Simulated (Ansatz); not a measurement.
Consider MoTe$_{2}$ in the 2H-MoS2 type structure (space group P6_3/mmc, No. 194; layered, stacked along the Cartesian z axis).

```yaml
crystal:
  lattice:
    - [3.54193, 0.00000, 0.00000]
    - [-1.77097, 3.06740, 0.00000]
    - [0.00000, 0.00000, 14.18201]
  atoms:
    - { symbol: Mo, position: [0.33333, 0.66667, 0.75000] }
    - { symbol: Mo, position: [0.66667, 0.33333, 0.25000] }
    - { symbol: Te, position: [0.33333, 0.66667, 0.12347] }
    - { symbol: Te, position: [0.66667, 0.33333, 0.62347] }
    - { symbol: Te, position: [0.66667, 0.33333, 0.87653] }
    - { symbol: Te, position: [0.33333, 0.66667, 0.37653] }
```

Cartesian axes are those of the cell as printed.

Level of theory: plane-wave PAW DFT at the r2SCAN+rVV10 level (Ansatz, a first-principles code, 500 eV), without spin-orbit coupling, earlier PAW set.

Strains are applied to the cell and any free atomic positions relax.

One change was made to it. Results:

```tsv
quantity	base	after
smallest direct gap	1.09 eV	1.09 eV
pressure (mean of the normal stresses, compression positive)	0.00 GPa	0.01 GPa
band gap	0.87 eV	0.87 eV
largest internal atomic displacement	–	0.015 Å
```

Task: What was done to the base?
(A) tensor shear ε_yz = −0.45 %
(B) strain tensor (xx, yy, zz, yz, xz, xy) = (−1.97, −1.27, +0.41, +0.44, −1.74, −0.23) %
(C) strain tensor (xx, yy, zz, yz, xz, xy) = (−1.35, −0.07, +0.17, +0.32, −0.11, −0.92) %
(D) strain tensor (xx, yy, zz, yz, xz, xy) = (+0.70, −1.58, +0.75, −2.79, −0.73, +1.43) %

Result: A, tensor shear ε_yz = −0.45 %. For comparison, the band gap in the other runs: strain tensor (xx, yy, zz, yz, xz, xy) = (−1.97, −1.27, +0.41, +0.44, −1.74, −0.23) % gives 0.94 eV; strain tensor (xx, yy, zz, yz, xz, xy) = (+0.70, −1.58, +0.75, −2.79, −0.73, +1.43) % gives 0.91 eV; strain tensor (xx, yy, zz, yz, xz, xy) = (−1.35, −0.07, +0.17, +0.32, −0.11, −0.92) % gives 0.92 eV.

With Te present, leaving out spin-orbit coupling can change the band edges. No phonon test of stability was made.
